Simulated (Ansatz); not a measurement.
Results of PBE0 (PAW; Ansatz, an electronic-structure program) for NaF (model structure, started from the wurtzite type, P6₃/mmc, No. 194, 4 atoms in the cell).

Numerical settings: plane-wave cutoff 460 eV, 9×9×6 k mesh (along the axes of the cell as run), Fermi–Dirac smearing 0.01 eV, scalar-relativistic PAW data made under PBE.

Cell (relaxed with PBEsol):

```
NaF
1.0
    3.89223     0.00000     0.00000
   -1.94612     3.37077     0.00000
    0.00000     0.00000     4.58412
Na F
2 2
Direct
  0.66667   0.33333   0.06261
  0.33333   0.66667   0.56261
  0.66667   0.33333   0.56259
  0.33333   0.66667   0.06259
```

Q: Predict the band gap.

A: 
- band gap = 8.45 eV (on the SCF k mesh)

Note: the relaxation could raise the start's symmetry but not lower it, so the cell can be a saddle point.

Computed values are for the static lattice.

The result took roughly 2.9 core-minutes.

A model structure was made by putting elements into a prototype or built by hand; it is no filed structure, need not be a known phase, and can be a saddle point held by its symmetry.
